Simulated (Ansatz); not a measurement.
**Response to strain in CaZrF6**

Base system: CaZrF6 (space group Fm-3m, No. 225; a = 8.5108 Å; a cell from a computed database, its experimental status unchecked). Axes: x, y, z lie along the cube axes.

Strains are applied to the cell and any free atomic positions relax; under stress the whole cell relaxes.

Method: PBEsol in Ansatz (plane waves to 420 eV, PAW, without spin-orbit coupling).

Notes on the quantities. energy relative to the base: free energy F.

| case | energy relative to the base | volume per atom | band gap |
|---|---|---|---|
| base | 0 meV/atom | 19.26 Å³ | 7.01 eV |
| uniaxial strain ε_xx = +1.28 % | +1.4 meV/atom | 19.51 Å³ | 6.96 eV |
| uniaxial strain ε_yy = −0.66 % | +0.4 meV/atom | 19.14 Å³ | 7.01 eV |
| uniaxial stress, 2 GPa tension along x | +1.8 meV/atom | 19.51 Å³ | 6.95 eV |

Beyond what the load breaks, stability against distortions was not tested.

Ansatz is an electronic-structure program.
